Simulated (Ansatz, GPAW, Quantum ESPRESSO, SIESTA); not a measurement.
One structure in several programs: Cd (P6_3/mmc, 2 atoms in the cell)

Relaxation of cell and atoms.

```xyz
2
Lattice="1.5019 -2.6014 0.0000 1.5019 2.6014 0.0000 0.0000 0.0000 5.6650" Properties=species:S:1:pos:R:3 pbc="T T T"
Cd     1.5019     0.8671     1.4162
Cd     1.5019    -0.8671     4.2487
```

Shared settings, as Ansatz (a first-principles code) writes them: kpoints.mp_grid.grid = 13 13 6; scf.occupations.method = gaussian; scf.occupations.width = 0.1 eV. Potentials and cutoffs stand in the table.

```json
[
 {"code": "SIESTA", "model": "GGA PBE, numerical atomic orbitals DZP, PseudoDojo PBE standard norm-conserving potentials (rewritten from UPF to PSML)", "final volume (Å³/atom)": "20.11", "cutoff": "grid 350 Ry"},
 {"code": "GPAW", "model": "PBE, GPAW PAW datasets PBE (gpaw-data 1.0.1)", "final volume (Å³/atom)": "22.49", "cutoff": "600 eV"},
 {"code": "Quantum ESPRESSO", "model": "PBE, SSSP 1.1.2 precision (PBE) pseudopotentials", "final volume (Å³/atom)": "22.33", "cutoff": "55 Ry"},
 {"code": "Ansatz", "model": "PBE, default PAW files", "final volume (Å³/atom)": "22.74", "cutoff": "default"}
]
```

The spread over the programs that give each value: final volume within 2.63 Å³/atom.

SIESTA uses small atom-centred bases, whose incompleteness enters pressures, forces and empty levels differently from a plane-wave cutoff. The programs treat the finite-basis stress differently while the cell relaxes: Ansatz adds an estimate of it.

The starting cell has typed, rounded lattice constants, without a prior relaxation at this level. Its lattice was rescaled by a random factor within 2.5 % of one.

Keys are those of Ansatz 0.2.
